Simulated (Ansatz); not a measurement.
Consider LiF in the rock salt structure (space group Fm-3m, No. 225; a = 4.068 Å).

Computed with Ansatz (an electronic-structure program), PBE, PAW, cutoff 420 eV, no spin-orbit coupling.

For the base:

The pressure is 0.00 GPa and the electron mass comes out as 0.86 mₑ (at Γ).

Now apply this change: an isotropic linear strain of −2.00 %; the atoms relax in the strained cell.

Problem. How does this affect the mean gap deformation potential ΔEg/Δln V?

Solution. The mean gap deformation potential ΔEg/Δln V is -8.9 eV.

Problem. What does the calculation give for the pressure after the change?

Solution. The pressure goes from zero to 4.62 GPa.

Problem. How does this affect the energy relative to the base?

Solution. The energy rises by 6.8 meV/atom.

Problem. Predict the new electron mass.

Solution. The electron mass changes from 0.86 mₑ (at Γ) to 0.90 mₑ (at Γ).

Effective masses come from finite differences of ±0.01 Å⁻¹. Whether these cells are dynamically stable was not tested.
